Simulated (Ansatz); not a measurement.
# Effect of Au → As on Au

The parent structure is Au in the fcc (Cu type) structure (space group Fm-3m, No. 225; a = 4.124 Å).

Now apply this change: every Au is replaced by As, then cell and atoms are relaxed.

Method: Ansatz (a program for electronic structure), r2SCAN, PAW, cutoff 500 eV, no spin-orbit coupling, earlier PAW set. k-mesh 19×19×19 (Γ-centred); smearing 0.05 eV (Fermi–Dirac).

```tsv
quantity	base	changed	shift
density	18.65 g/cm³	6.52 g/cm³	-12.13 g/cm³
lattice parameter a	4.124 Å	4.242 Å	+0.118 Å
space group	Fm-3m (No. 225)	Fm-3m (No. 225)	–
shortest interatomic distance	2.916 Å	2.999 Å	+0.083 Å
band gap	zero	zero	–
```

Cost of the whole job for the changed cell (relaxation, final SCF and bands): around 40 core-seconds (rough).

Stability against distortions was not tested. As relaxed here, As is a hypothetical phase, not in the database extracts checked.
